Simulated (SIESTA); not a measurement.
Input and output of a self-consistent single point for NiPt3 (Pm-3m, 4 atoms in the cell) (SIESTA).

Computed with SIESTA with GGA PBEsol, numerical atomic orbitals TZP, PseudoDojo PBEsol standard norm-conserving potentials (rewritten from UPF to PSML).

```
CELL_PARAMETERS angstrom
      3.83846     0.00000     0.00000
      0.00000     3.83846     0.00000
      0.00000     0.00000     3.83846
ATOMIC_POSITIONS crystal
  Ni 0.00000 0.00000 0.00000
  Pt 0.00000 0.50000 0.50000
  Pt 0.50000 0.00000 0.50000
  Pt 0.50000 0.50000 0.00000
```
Moments meant for the start (each program seeds them in its own way; μB, in the order of the atoms Ni Pt Pt Pt): 2.0 0.0 0.0 0.0.

Reference input (self-consistent single point, DFT, GGA PBEsol, numerical atomic orbitals TZP, PseudoDojo PBEsol standard norm-conserving potentials (rewritten from UPF to PSML)): XC.functional = GGA; XC.authors = PBEsol; potentials = PseudoDojo PBEsol standard; PAO.BasisSize = TZP; PAO.EnergyShift = 0.005 Ry; MeshCutoff = 400 Ry; kgrid.MonkhorstPack = 9 9 9; OccupationFunction = MP; OccupationMPOrder = 0; ElectronicTemperature = 100 meV; Spin = polarized; DM.InitSpin = [1 +2.00, 2 +0.00, 3 +0.00, 4 +0.00]. This run's input differs from it in these lines:

```diff
@@ -30,5 +30,5 @@
 %block kgrid.MonkhorstPack
-    9   0   0  0.0
-    0   9   0  0.0
-    0   0   9  0.0
+    1   0   0  0.0
+    0   1   0  0.0
+    0   0   1  0.0
 %endblock kgrid.MonkhorstPack
```

Output (repeated stretches shortened):

```
        iscf     Eharris(eV)        E_KS(eV)     FreeEng(eV)     dDmax    Ef(eV) dHmax(eV)
   scf:    1   -14963.847101   -15140.978101   -15140.983207  1.802929 -0.909910 36.882690
     spin moment: {S} , |S| = {        0.0        0.0    0.01241 }     0.01241
   scf:    2   -14853.791276   -15120.345718   -15120.473423  0.936881 -1.084495 60.610005
     spin moment: {S} , |S| = {        0.0        0.0    6.64142 }     6.64142
   scf:    3   -15057.750702   -15177.704015   -15177.892164  0.950456 -1.117163 26.527195
     spin moment: {S} , |S| = {        0.0        0.0    2.19313 }     2.19313
   [... lines left out ...]
     spin moment: {S} , |S| = {        0.0        0.0    3.71583 }     3.71583
   scf:  148   -15199.771334   -15199.771331   -15200.076763  0.000458 -1.608696  0.001625
     spin moment: {S} , |S| = {        0.0        0.0    3.71583 }     3.71583
   scf:  149   -15199.771330   -15199.771330   -15200.076763  0.000151 -1.608664  0.001076
     spin moment: {S} , |S| = {        0.0        0.0    3.71599 }     3.71599
   scf:  150   -15199.771331   -15199.771331   -15200.076763  0.000065 -1.608631  0.000804
     spin moment: {S} , |S| = {        0.0        0.0    3.71604 }     3.71604
SCF_NOT_CONV: SCF did not converge in maximum number of steps (required).
SCF_NOT_CONV: SCF did not converge in maximum number of steps (required).
Geom step, scf iteration, dDmax, dHmax:    0   150      0.000065     0.000059
Geom step, scf iteration, dDmax, dHmax:    0   150      0.000065     0.000059

ABNORMAL_TERMINATION
ABNORMAL_TERMINATION
Stopping Program from Node:    0
Stopping Program from Node:    0
```

The run ended unconverged after 150 iterations. 

The starting cell comes from a database of computed structures (which also holds hypothetical and non-ambient phases and stackings), without a prior relaxation at this level. Its lattice was rescaled by a random factor within 2.5 % of one. Values carry the incompleteness of an atom-centred basis.

Cost on one core of a shared machine: roughly 5 min.
